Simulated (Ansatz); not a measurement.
```yaml
crystal:
  lattice:
    - [0.00000, 2.66761, 2.66761]
    - [2.66761, 0.00000, 2.66761]
    - [2.66761, 2.66761, 0.00000]
  atoms:
    - { symbol: Zn, position: [0.00000, 0.00000, 0.00000] }
    - { symbol: S, position: [0.25000, 0.25000, 0.25000] }
```

No spin polarisation.

Method: r2SCAN, PAW, 500 eV (Ansatz, a quantum-chemistry and plane-wave program; no SOC). Settings: 11×11×11 k-points, 0.05 eV Fermi–Dirac smearing.

### Question
What is the computed width of the top valence band?

### Answer
2.94 eV.

### Question
Estimate the band gap.

### Answer
2.84 eV.

The cells carry an imposed strain or load. Stability against distortions was not tested. The cell was made from ZnS in the zinc blende structure (space group F-43m, No. 216) by this change: isotropic strain −1.00 %.
